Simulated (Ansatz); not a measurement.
Worked calculations on one periodic cell of amorphous Si₂₄O₄₉Mg: Si24O49Mg, 74 atoms, volume 1110.7 Å³, made by a melt-quench on the CHGNet potential and relaxed with DFT. O atoms were pushed apart under 1.9 Å during the dynamics, to hinder bonds among them. It is a model cell: composition and starting density were chosen by hand, and all elements were melted together. Cycles of charging were run to anneal it. Calculation: PBE, scalar-relativistic without spin-orbit coupling (plane waves to 420 eV, PAW; Ansatz, a program for electronic structure). Sampling: a 2×2×2 Γ-centred mesh; Fermi-Dirac width 0.02 eV; no spin polarisation. Its volume was held where the quench left it, its shape was free, and it stands at a mean pressure of 0.6 GPa with stress components up to 0.7 GPa; the relaxation ran on the zone centre alone. Its density went from a set 2.22 to 2.22 g/cm³. The cell is small and was quenched far faster than a real film, so it is one sample of the glass.

### Question
Count formal charges (Si +4, O -2, Mg +2). What does the count lead one to expect at the Fermi level, and what does the calculation give?

### Answer
24 × (+4) + 49 × (-2) + 1 × (+2) = 0. The charges balance, so the anion-derived valence states can be full and a gap can open. On this mesh the highest filled and lowest empty level lie 4.54 eV apart; localised defect or tail levels set that (at the zone centre the more localised edge state sits most on one O atom with neighbours Si 1.58 Å, Mg 1.87 Å), and the nearest spread-out levels lie 5.4 eV apart.

Four energies for an added electron at PBE on the zone centre alone (charged cells in a uniform background, spin-polarised): neutral at the neutral geometry -45064.651 eV; charged at the neutral geometry -45058.435 eV; charged and relaxed -45058.533 eV; neutral at the charged geometry -45064.232 eV.

### Question
Find the two relaxation energies and their sum, the reorganisation energy.

### Answer
On charging: -45058.435 − (-45058.533) = 0.098 eV. On discharging: -45064.232 − (-45064.651) = 0.419 eV. The sum is 0.517 eV. The carrier's level spreads over 15 of the 74 atoms' worth, so it counts as partly localised, most on one Mg atom with neighbours O 1.85 Å, O 1.87 Å, O 2.18 Å (neutral geometry). The values are uncorrected: the image energy of a point charge in this cell, 2.84 × 14.40 / (2 × 10.4) = 2.0 eV before screening, is screened by electrons alone at the fixed geometry and by ions too after relaxing, and the carrier can be spread before it relaxes, so each term can be off by up to that value times 1/ε∞, some tenths of an eV. PBE's self-interaction favours spread-out carriers, so a hybrid can localise more.
